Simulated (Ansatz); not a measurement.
Density of states of CdTe (F-43m) below the valence band maximum, r2SCAN with spin-orbit coupling, rigid bands (Ansatz, an electronic-structure program); cell volume 68.3 Å³.

(energy from edge (eV), 10⁻³ states/eV/cell): (0.006, 25.0); (0.031, 59.8); (0.056, 83.2); (0.081, 104); (0.106, 124); (0.131, 143); (0.156, 162); (0.181, 181); (0.206, 202); (0.231, 223); (0.256, 244); (0.281, 267); (0.319, 301); (0.344, 324); (0.369, 351); (0.394, 377); (0.419, 405); (0.444, 434); (0.469, 463); (0.494, 495); (0.519, 527); (0.544, 561); (0.569, 598); (0.594, 636)

Problem. What effective density of states at 300 K does this give (∫ g(E) exp(−E/k_BT) dE, both spins, divided by the cell's size)?

Solution. 1.9e19 cm⁻³, a density-of-states mass of 0.82 mₑ, valleys and band degeneracy included.

Geometry: cell and atoms relaxed with PBEsol.
